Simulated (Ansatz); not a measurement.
Symmetric slabs, relaxed from ideal cuts in 1x1 cells, of oxides: ionisation potential (eV) by functional, in Ansatz (plane waves, PAW). All structures are PBE's; the other columns are single points with references at the same level. No spin-orbit coupling, Hubbard U or dispersion. A star marks a polymorph or high-symmetry phase that is not the 0 K ground state.

| system | PBE | LDA | PBEsol | RPBE | r2SCAN |
|---|---|---|---|---|---|
| monoclinic HfO2 (101) (cut with Hf + 2 O on top), ideal cut with outer spacing 0.23 Å | 6.10 | 6.47 | 6.15 | 5.95 | 6.38 |
| monoclinic HfO2 (110) (cut with 3 O on top), ideal cut with outer spacing 0.05 Å | 5.99 | 6.36 | 6.04 | 5.84 | 6.28 |
| monoclinic HfO2 (100) (cut with 2 O on top), ideal cut with outer spacing 1.06 Å | 7.53 | 7.87 | 7.56 | 7.39 | 7.90 |
| monoclinic HfO2 (111) (cut with 2 O on top), ideal cut with outer spacing 0.23 Å | 6.95 | 7.31 | 7.00 | 6.80 | 7.29 |
| monoclinic HfO2 (010) (cut with Hf on top), ideal cut with outer spacing 0.67 Å | 3.55 | 3.92 | 3.58 | 3.40 | 3.67 |
| monoclinic HfO2 (10-1) (cut with O on top), ideal cut with outer spacing 0.61 Å | 6.67 | 7.03 | 6.72 | 6.53 | 6.98 |
| monoclinic HfO2 (11-1) (cut with O on top), ideal cut with outer spacing 0.38 Å | 6.88 | 7.24 | 6.94 | 6.73 | 7.22 |
| monoclinic HfO2 (001) (cut with Hf on top), ideal cut with outer spacing 0.30 Å | 4.65 | 5.01 | 4.68 | 4.50 | 4.81 |
| polar orthorhombic HfO2* (100) (cut with Hf on top), ideal cut with outer spacing 0.54 Å | 3.85 | 4.21 | 3.88 | 3.70 | 3.99 |
| polar orthorhombic HfO2* (010) (cut with 2 O on top), ideal cut with outer spacing 1.01 Å | 7.52 | 7.86 | 7.55 | 7.37 | 7.90 |
| polar orthorhombic HfO2* (110) (cut with 3 O on top), ideal cut with outer spacing 0.15 Å | 6.01 | 6.39 | 6.06 | 5.85 | 6.31 |

The rows are a random draw from the class, without slabs that broke up, higher cuts of a face and adsorbates that left their site. Mean shift from PBE over these rows: LDA 0.36 eV (from 0.34 to 0.38, 11 rows); PBEsol 0.04 eV (from 0.03 to 0.06, 11 rows); RPBE -0.15 eV (from -0.16 to -0.14, 11 rows); r2SCAN 0.28 eV (from 0.12 to 0.38, 11 rows).

Ansatz is a program for electronic structure.
